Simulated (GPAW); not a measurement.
# GPAW run on MnCl₂ (R-3m, 3 atoms in the cell): self-consistent single point

Level of theory: PBEsol, GPAW PAW datasets PBEsol (made by gpaw-setup) (plane waves; GPAW).

The input file:

```python
from ase import Atoms
from ase.units import GPa
from gpaw import GPAW

atoms = Atoms(['Mn', 'Cl', 'Cl'],
              cell=[[1.890039, 1.091214, 6.222837],
                    [-1.890039, 1.091214, 6.222837],
                    [0.000000, -2.182429, 6.222837]],
              scaled_positions=[[0.000000, 0.000000, 0.000000],
                                [0.742800, 0.742800, 0.742800],
                                [0.257200, 0.257200, 0.257200]],
              pbc=True)

atoms.set_initial_magnetic_moments([4.0, 0.0, 0.0])

calc = GPAW(spinpol=True,
            mode={'name': 'pw', 'ecut': 800},
            xc='PBEsol',
            kpts=(7, 7, 7),
            occupations={'name': 'fermi-dirac', 'width': 0.01},
            nbands=-6,
            convergence={'density': 1e-05, 'bands': -4},
            symmetry={'symmorphic': False, 'tolerance': 0.0005},
            maxiter=100,
            txt='-')

atoms.calc = calc

energy = atoms.get_potential_energy()
print('Energy (eV):', round(energy, 6))
forces = atoms.get_forces()
print('Forces (eV/Ang):')
print(forces.round(5))
stress = atoms.get_stress()
print('Stress (GPa, Voigt):', (stress / GPa).round(4))
```

Output (repeated stretches shortened):

```
Input parameters:
  convergence: {bands: -4,
                density: 1e-05}
  kpts: [7 7 7]
  maxiter: 100
  mode: {ecut: 800,
         name: pw}
  nbands: -6
  occupations: {name: fermi-dirac,
                width: 0.01}
  spinpol: True
  symmetry: {symmorphic: False,
             tolerance: 0.0005}
  xc: PBEsol

species:
  Mn:
    name: Manganese
    Z: 25.0
    valence: 15
    core: 10
    charge: 0.0
    file: Mn.PBEsol.gz

    # Using partial waves for Mn as LCAO basis

  Cl:
    name: Chlorine
    Z: 17.0
    valence: 7
    core: 10
    charge: 0.0
    file: Cl.PBEsol.gz

    # Using partial waves for Cl as LCAO basis

Reference energy: -56555.521058  # eV

Spin-polarized calculation.
Initial magnetic moment: 4.000000

Convergence criteria:
 Maximum [total energy] change in last 3 cyles: 0.0005 eV / valence electron
 Maximum integral of absolute [dens]ity change: 1e-05 electrons / valence electron
 Maximum integral of absolute [eigenst]ate change: 4e-08 eV^2 / valence electron
 Maximum number of scf [iter]ations: 100

Symmetries present (total): 12
Symmetries with fractional translations: 0
343 k-points: 7 x 7 x 7 Monkhorst-Pack grid
44 k-points in the irreducible part of the Brillouin zone
       k-points in crystal coordinates                weights
   0:     0.00000000    0.00000000    0.00000000          1/343
   1:     0.14285714    0.00000000   -0.14285714          6/343
   2:     0.14285714    0.00000000    0.00000000          6/343
   [... 7 lines left out ...]
          ...
  43:     0.42857143    0.42857143    0.42857143          2/343

Wave functions: Plane wave expansion
  Cutoff energy: 800.000 eV
  Number of coefficients (min, max): 3929, 3976
  Pulay-stress correction: 0.000000 eV/Ang^3 (de/decut=0.000000)

Occupation numbers: Fermi-Dirac:
  width: 0.0100  # eV

Eigensolver

Densities:
  Coarse grid: 45*45*45 grid
  Fine grid: 90*90*90 grid
  Total Charge: 0.000000

Density mixing:
  Method: difference
  Backend: pulay
  Linear mixing parameter: 0.05
  old densities: 5
  Damping of long wavelength oscillations: 50

Hamiltonian:
  XC and Coulomb potentials evaluated on a 90*90*90 grid
  External potential:
    NoExternalPotential

XC parameters: PBEsol with 2 nearest neighbor stencil

Number of atoms: 3
Number of atomic orbitals: 21
Number of bands in calculation: 22
Number of valence electrons: 29
Bands to converge: 18

Density initialized from atomic densities
  21 bands from LCAO basis set
  1 band from random numbers

Atomic positions and initial magnetic moments

Positions:
   0 Mn     0.000000    0.000000    0.000000    ( 0.0000,  0.0000,  4.0000)
   1 Cl     0.000000   -0.000001   13.866970    ( 0.0000,  0.0000,  0.0000)
   2 Cl     0.000000   -0.000000    4.801541    ( 0.0000,  0.0000,  0.0000)

Unit cell:
           periodic     x           y           z      points  spacing
  1. axis:    yes    1.890039    1.091214    6.222837    45     0.0717
  2. axis:    yes   -1.890039    1.091214    6.222837    45     0.0717
  3. axis:    yes    0.000000   -2.182429    6.222837    45     0.0717

  Lengths:   6.594444   6.594444   6.594444
  Angles:   33.310312  33.310312  33.310317

Effective grid spacing dv^(1/3) = 0.0945

     iter     time        total  log10-change:  magmom
                         energy   eigst   dens
iter:   1 --:--:--   -16.991980   +0.40           +4.0019
iter:   2 --:--:--   -17.204612   -0.44  -1.40    +4.7006
iter:   3 --:--:--   -17.153974   -1.14  -1.42    +4.9880
iter:   4 --:--:--   -17.128987   -1.56  -1.53    +4.9998
iter:   5 --:--:--   -17.116446   -2.41  -1.93    +4.9960
iter:   6 --:--:--   -17.145880   -1.90  -1.98    +4.9963
iter:   7 --:--:--   -17.126747   -2.54  -2.41    +4.9990
iter:   8 --:--:--   -17.130490   -2.44  -2.63    +4.9988
iter:   9 --:--:--   -17.123140c  -3.36  -2.66    +4.9998
iter:  10 --:--:--   -17.126556c  -2.95  -3.00    +4.9991
iter:  11 --:--:--   -17.126838c  -3.62  -3.28    +4.9998
iter:  12 --:--:--   -17.126826c  -4.97  -3.50    +5.0000
iter:  13 --:--:--   -17.126962c  -4.24  -3.56    +5.0000
iter:  14 --:--:--   -17.126838c  -5.00  -3.55    +5.0000
   [... 5 lines left out ...]
iter:  20 --:--:--   -17.126842c  -5.97  -3.89    +5.0000
iter:  21 --:--:--   -17.126821c  -5.40  -4.01    +5.0000
iter:  22 --:--:--   -17.126820c  -5.67  -4.14    +5.0000
iter:  23 --:--:--   -17.126820c  -6.46  -4.35    +5.0000
iter:  24 --:--:--   -17.126820c  -6.58  -4.77    +5.0000
iter:  25 --:--:--   -17.126820c  -7.93c -5.37c   +5.0000

Converged after 25 iterations.

Dipole moment: (0.000000, -0.000000, -0.000000) |e|*Ang

Total magnetic moment: (0.000000, 0.000000, 5.000000)
Local magnetic moments:
   0 Mn ( 0.000000,  0.000000,  4.371645)
   1 Cl ( 0.000000,  0.000000,  0.061193)
   2 Cl ( 0.000000,  0.000000,  0.061193)

Energy contributions relative to reference atoms: (reference = -56555.521058)

Kinetic:        +14.126313
Potential:      -13.109889
External:        +0.000000
XC:             -18.395962
Entropy (-ST):   -0.000000
Local:           +0.252718
SIC:             +0.000000
--------------------------
Free energy:    -17.126820
Extrapolated:   -17.126820

Spin contamination: 0.000008 electrons
Showing only first 2 kpts
                      Up                     Down
 Kpt  Band  Eigenvalues  Occupancy  Eigenvalues  Occupancy
  0    12     -0.27855    1.00000      3.78762    0.00000
  0    13     -0.08222    1.00000      3.78887    0.00000
  0    14      0.01474    1.00000      4.02468    0.00000
  0    15      1.58048    1.00000      4.75635    0.00000

  1    12     -0.20669    1.00000      3.88217    0.00000
  1    13      0.16468    1.00000      3.91370    0.00000
  1    14      0.18846    1.00000      4.24708    0.00000
  1    15      1.30624    1.00000      4.61881    0.00000

Fermi level: 1.97110

Gap: 1.865 eV
Transition (v -> c):
  (s=0, k=43, n=16, [0.43, 0.43, 0.43]) -> (s=1, k=39, n=12, [0.43, 0.43, -0.14])
Direct/indirect transitions are different
Direct gap: 1.929 eV
Transition at: (s=0->1, k=39, n=16, [0.43, 0.43, -0.14])
Energy (eV): -17.12682

Forces in eV/Ang:
  0 Mn    0.00000    0.00000    0.00000
  1 Cl    0.00000    0.00000   -0.60678
  2 Cl    0.00000   -0.00000    0.60678

Stress tensor:
     0.028229    -0.000000     0.000000
    -0.000000     0.028229     0.000000
     0.000000     0.000000     0.022391
Stress (GPa, Voigt): [ 4.5229  4.5229  3.5874  0.      0.     -0.    ]
```

The run converged in 25 iterations. GPAW prints stress with tension positive.

The starting cell comes from a database of computed structures (which also holds hypothetical and non-ambient phases and stackings), without a prior relaxation at this level. Its lattice was rescaled by a random factor within 2.5 % of one. With one magnetic atom in the cell only a parallel order is possible. With a pressure of about -4 GPa the cell is away from its equilibrium volume at this level.

Cost on one core of a shared machine: roughly 7 min.
